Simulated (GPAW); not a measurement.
A self-consistent single point of Zr3Sn (Pm-3n, 8 atoms in the cell) with GPAW.

Method of the run: PBEsol, GPAW PAW datasets PBEsol (made by gpaw-setup) (plane waves; GPAW 25.7.0).

```
CELL_PARAMETERS angstrom
      5.57671     0.00000     0.00000
      0.00000     5.57671     0.00000
      0.00000     0.00000     5.57671
ATOMIC_POSITIONS crystal
  Zr 0.50000 0.25000 0.00000
  Zr 0.50000 0.75000 0.00000
  Zr 0.25000 0.00000 0.50000
  Zr 0.75000 0.00000 0.50000
  Zr 0.00000 0.50000 0.25000
  Zr 0.00000 0.50000 0.75000
  Sn 0.50000 0.50000 0.50000
  Sn 0.00000 0.00000 0.00000
```

Reference input (self-consistent single point, DFT LDA (Perdew-Wang 92), plane waves, GPAW PAW datasets LDA (gpaw-data 1.0.1)): mode = pw; ecut = 600 eV; xc = LDA; kpts = 5 5 5; mesh shift (steps) = 0 0 0; occupations.name = fermi-dirac; occupations.width = 0.1 eV; nbands = -12; convergence.density = 1e-05 e/electron; symmetry.symmorphic = false; symmetry.tolerance = 0.0005; maxiter = 150. This run's input differs from it in these lines:

```diff
@@ -19,3 +19,3 @@
 calc = GPAW(mode=PW(600),
-            xc='LDA',
+            xc='PBEsol',
             kpts=(5, 5, 5),
```

Its files differ too (potentials: GPAW PAW datasets PBEsol (made by gpaw-setup)).

Output, abridged:

```
     iter     time        total  log10-change:
                         energy   eigst   dens
iter:   1 --:--:--   -60.843038
iter:   2 --:--:--   -60.890000   -0.37  -1.41
iter:   3 --:--:--   -60.099348   -0.75  -1.43
iter:   4 --:--:--   -60.128323   -1.35  -1.99
iter:   5 --:--:--   -60.080021c  -1.87  -2.03
iter:   6 --:--:--   -60.119023c  -2.15  -2.21
iter:   7 --:--:--   -60.101725c  -3.15  -2.49
iter:   8 --:--:--   -60.097176c  -2.59  -2.56
iter:   9 --:--:--   -60.093684c  -3.19  -2.97
   [... 6 lines left out ...]
iter:  16 --:--:--   -60.092188c  -6.88  -4.40
iter:  17 --:--:--   -60.092217c  -6.76  -4.37
iter:  18 --:--:--   -60.092183c  -6.88  -4.39
iter:  19 --:--:--   -60.092155c  -6.17  -4.33
iter:  20 --:--:--   -60.092157c  -7.51c -4.76
iter:  21 --:--:--   -60.092161c  -8.09c -4.82
iter:  22 --:--:--   -60.092152c  -7.08  -4.88
iter:  23 --:--:--   -60.092153c  -8.58c -5.04c
Converged after 23 iterations.

Dipole moment: (-0.000000, 0.000000, 0.000000) |e|*Ang

Energy contributions relative to reference atoms: (reference = -922898.911975)

Kinetic:        +23.270914
Potential:      -21.197984
External:        +0.000000
XC:             -64.210806
Entropy (-ST):   -0.333992
Local:           +2.212719
SIC:             +0.000000
--------------------------
Free energy:    -60.259149
Extrapolated:   -60.092153

Showing only first 2 kpts
 Kpt  Band  Eigenvalues  Occupancy
  0    48      9.10211    1.99867
  0    49      9.75231    1.38533
  0    50      9.75231    1.38533
  0    51      9.75231    1.38533

  1    48      9.19323    1.99669
  1    49      9.73177    1.46915
  1    50      9.74870    1.40061
  1    51      9.74870    1.40061

Fermi level: 9.83357

No gap
   [... lines left out ...]
  2 Zr   -0.00000    0.00000    0.00000
  3 Zr   -0.00000    0.00000    0.00000
  4 Zr   -0.00000   -0.00000   -0.00000
  5 Zr    0.00000   -0.00000    0.00000
  6 Sn    0.00000    0.00000    0.00000
  7 Sn    0.00000    0.00000    0.00000

Stress tensor:
     0.005650     0.000000     0.000000
     0.000000     0.005650     0.000000
     0.000000     0.000000     0.005650
Stress (GPa, Voigt): [0.9052 0.9052 0.9052 0.     0.     0.    ]
```

The run converged in 23 iterations. GPAW prints stress with tension positive. Against the reference run the pressure goes from -3.97 to -0.91 GPa.

The starting cell comes from a database of computed structures (which also holds hypothetical and non-ambient phases and stackings), without a prior relaxation at this level. Its lattice was rescaled by a random factor within 2.5 % of one.

Cost on one core of a shared machine: roughly 2 min.
